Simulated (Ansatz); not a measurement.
# ZrPt3, pressure series

Base system: ZrPt3 (space group P6_3/mmc, No. 194; a = 5.6537 Å, c = 9.2339 Å; a cell from a computed database, its experimental status unchecked).

Cell and atoms are relaxed at each pressure.

All numbers come from DFT with PBEsol, PAW potentials and a 420 eV plane-wave cutoff in Ansatz (an electronic-structure program), scalar-relativistic without spin-orbit coupling.

Notes on the quantities. enthalpy: H = E + PV relative to the base's energy.

```json
[
 {"change": "base", "enthalpy": "–", "volume per atom": "15.98 Å³"},
 {"change": "pressure −2 GPa", "enthalpy": "-0.20 eV/atom", "volume per atom": "16.11 Å³"},
 {"change": "pressure −1 GPa", "enthalpy": "-0.10 eV/atom", "volume per atom": "16.04 Å³"},
 {"change": "pressure 0.3 GPa", "enthalpy": "+0.03 eV/atom", "volume per atom": "15.96 Å³"},
 {"change": "pressure 0.7 GPa", "enthalpy": "+0.07 eV/atom", "volume per atom": "15.93 Å³"},
 {"change": "pressure 1.5 GPa", "enthalpy": "+0.15 eV/atom", "volume per atom": "15.88 Å³"},
 {"change": "pressure 3 GPa", "enthalpy": "+0.30 eV/atom", "volume per atom": "?"},
 {"change": "pressure 5 GPa", "enthalpy": "+0.49 eV/atom", "volume per atom": "15.67 Å³"},
 {"change": "pressure 7.5 GPa", "enthalpy": "+0.74 eV/atom", "volume per atom": "15.53 Å³"},
 {"change": "pressure 10 GPa", "enthalpy": "+0.98 eV/atom", "volume per atom": "15.40 Å³"}
]
```

Problem. Complete the table.

Solution. 
- pressure 3 GPa, volume per atom: 15.79 Å³

Load acts through the strain it causes; cell and atoms are relaxed under it. Whether these cells are dynamically stable was not tested. No other phases were tried under pressure. All final runs are without spin polarisation.
